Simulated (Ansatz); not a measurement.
# TiAl: tensor shear ε_yz = −3.64 %

Take TiAl (space group P4/mmm, No. 123; a = 2.813 Å, c = 4.062 Å; relaxed with 0.1 eV smearing) as the base. Axes: x, y, z lie along a, b, c of the conventional cell.

Modification: a pure shear with ε_yz = ε_zy = -0.0364, atoms relaxed at fixed cell.

Computed with r2SCAN (Ansatz, a quantum-chemistry and plane-wave program, PAW, no spin-orbit coupling), earlier PAW set. Γ-centred 20×20×14 mesh, Fermi–Dirac width 0.1 eV.

```csv
quantity,base,changed,shift
space group,P4/mmm (No. 123),P2/m (No. 10),–
shortest interatomic distance,5.315 bohr,5.234 bohr,-0.081 bohr
energy relative to the base (free energy F),0 meV/atom,+33 meV/atom,+33 meV/atom
"pressure (mean of the normal stresses, compression positive)",0.0 GPa,0.8 GPa,+0.8 GPa
band gap,zero,zero,–
"stress (xx, yy, zz, yz, xz, xy; compression positive)",–,"(0.8, 0.6, 1.0, 8.9, 0.0, 0.0) GPa",–
```

Final structure:

```xyz
2
Lattice="2.8127 0.0000 0.0000 0.0000 2.8127 -0.1024 0.0000 -0.1479 4.0619" Properties=species:S:1:pos:R:3 pbc="T T T"
Al     1.4063     1.3324     1.9798
Ti     0.0000     0.0000     0.0000
```

The cells carry an imposed strain or load. Whether these cells are dynamically stable was not tested. All final runs are without spin polarisation.
